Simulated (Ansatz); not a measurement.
Where the default PAW files enter, the runs use the earlier of Ansatz's two default sets.

Consider the following.

```
CELL_PARAMETERS angstrom
      3.20750     0.00000     0.00000
      0.00000     6.73847     0.00000
      0.00000     3.36924     3.36924
ATOMIC_POSITIONS crystal
  Sn 0.50000 0.50000 0.00000
  Sn 0.00000 0.00000 0.00000
  O  0.50000 0.80597 0.00000
  O  0.50000 0.19403 0.00000
  O  0.00000 0.30597 0.38806
  O  0.00000 0.69403 0.61194
```

Space group of this cell: P4_2/mnm, rutile. The cell is taken as given; by r2SCAN its mean pressure is -1.1 GPa.

Method: r2SCAN (plane waves, PAW; Ansatz, a first-principles code).

The current runs along the normal of the first two printed vectors; no spin-orbit coupling. Scaled by the factor s: all lengths (ions clamped). Meshes 10×10×10 and 10×6 across the current in all rows.

```tsv
s	mean pressure (GPa)	band gap (eV)
0.98	13.7	?
1.00	-1.1	1.73
1.02	-11.9	1.05
```

**Question.** Take the slope of the band gap against ln s from the two given rows, extrapolate to s = 0.98, and say what the run there gives.

**Answer.** Slope = (1.05 − 1.73) / ln 1.02 = -34.3 eV. The line gives 1.73 + (-34.3) × ln 0.98 = 2.42 eV. The run gives 2.48 eV, 0.06 eV over the line, 8 % of the predicted step.
